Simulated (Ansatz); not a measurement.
Reference: CaSi2 (P-3m1), PBEsol, DFPT electron-phonon coupling, linearised Boltzmann equation (plane waves, PAW, scalar-relativistic; Ansatz, a quantum-chemistry and plane-wave program); geometry: relaxed with this functional, without spin-orbit coupling.

```
CaSi2
1.0
    3.87534     0.00000     0.00000
   -1.93767     3.35614     0.00000
    0.00000     0.00000     4.79717
Ca Si
1 2
Direct
  0.00000   0.00000   0.00000
  0.66667   0.33333   0.58559
  0.33333   0.66667   0.41441
```

| Quantity | Result |
|---|---|
| resistivity at 300 K | 23 μΩ·cm |
| electron-phonon coupling λ | 0.24 |
| logarithmic mean phonon energy | 21 meV |

**Question.** Swap Ca for Ba, keeping the structure type. How do these values move?

**Answer.** BaSi₂ (P-3m1): volume per atom 20.8 to 24.5 Å³; resistivity at 300 K rises (23 μΩ·cm to 28 μΩ·cm); electron-phonon coupling λ rises (0.24 to 0.38); logarithmic mean phonon energy stays about the same (21 meV to 20 meV).

Moves up to 17 % count as about the same. Metals; harmonic phonons alone scatter; means over directions. Halving the electron mesh moves these values by up to 11 %; q meshes are mostly untested. Some of the runs warned that the eigensolver left states short of its tolerance. Spin-orbit coupling is left out.

Formula and space group known from diffraction (Crystallography Open Database), not checked to be the room-temperature form: CaSi2 (P-3m1). Computed structure with no diffraction record at hand here (it may be known, metastable or hypothetical): BaSi2 (P-3m1).
